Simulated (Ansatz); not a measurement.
Nb₃Au (Cmmm, No. 65, 4 atoms in the cell; start mp-1220645) was calculated with PBEsol in Ansatz (plane waves, PAW).

Run with plane-wave cutoff 520 eV, 20×20×6 k mesh (along the axes of the cell as run), Fermi–Dirac smearing 0.05 eV, no spin polarisation, scalar-relativistic PAW data made under PBE.

Cell (relaxed at this level):

```
AuNb3
1.0
    1.71598    -2.17720     0.00000
    1.71598     2.17720     0.00000
    0.00000     0.00000     9.23603
Nb Au
3 1
Direct
  0.50000   0.50000   0.75157
  0.50000   0.50000   0.24843
  0.00000   0.00000   0.50000
  0.00000   0.00000   0.00000
```

Problem. What does this level give for the bulk modulus?

Solution. 
- bulk modulus: 190 GPa

Note: the run has no spin polarisation, so it can have missed a magnetic state; the bulk modulus is −V dP/dV from two relaxed cells at ±2 % in volume; the relaxation could not lower the start's symmetry, so the cell can be a saddle point above a distorted one.

Spin–orbit coupling is not included; it can shift volumes and moduli of such heavy elements.

The computed numbers hold no vibrational or temperature effects.

It cost around 7 core-minutes (rough) of CPU time.

A start named mp-… is a Materials Project structure, which need not be a measured phase.

Ansatz is a program for electronic structure.
